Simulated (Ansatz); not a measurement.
Reference: CdSe (F-43m), PBEsol with spin-orbit coupling, rigid bands (plane waves, PAW; Ansatz, a first-principles code); axes and stresses refer to this cell.

```xyz
2
Lattice="0.0000 3.0407 3.0407 3.0407 0.0000 3.0407 3.0407 3.0407 0.0000" Properties=species:S:1:pos:R:3 pbc="T T T"
Cd     0.0000     0.0000     0.0000
Se     4.5611     4.5611     4.5611
```

band gap: 0.36 eV
hole conductivity mass: 0.76 mₑ
Seebeck coefficient, p-type 1e19 cm⁻³: 305 μV/K

```tsv
Change	band gap	hole conductivity mass	Seebeck coefficient, p-type 1e19 cm⁻³
biaxial stress xx = yy = -1 GPa (compression positive)	0.26 eV	0.44 mₑ	239 μV/K
biaxial stress xx = yy = 1 GPa (compression positive)	0.32 eV	[?]	255 μV/K
uniaxial stress along [111] of -1 GPa (compression positive)	0.31 eV	0.63 mₑ	[?]
uniaxial stress along [111] of -2 GPa (compression positive)	0.26 eV	[?]	241 μV/K
uniaxial stress along [111] of 1 GPa (compression positive)	0.34 eV	0.56 mₑ	274 μV/K
```

Fill in the missing entries.


- biaxial stress xx = yy = 1 GPa (compression positive), hole conductivity mass: 0.55 mₑ
- uniaxial stress along [111] of -1 GPa (compression positive), Seebeck coefficient, p-type 1e19 cm⁻³: 276 μV/K
- uniaxial stress along [111] of -2 GPa (compression positive), hole conductivity mass: 0.49 mₑ

Masses are for dilute carriers at 300 K, harmonic means over directions unless an axis is named. Seebeck coefficients are for the stated density at 300 K, with one relaxation time for all states and whether or not that doping can be reached. Stresses and pressures are the targets of the relaxation.  The structure type is held under load, also where the real crystal would transform.
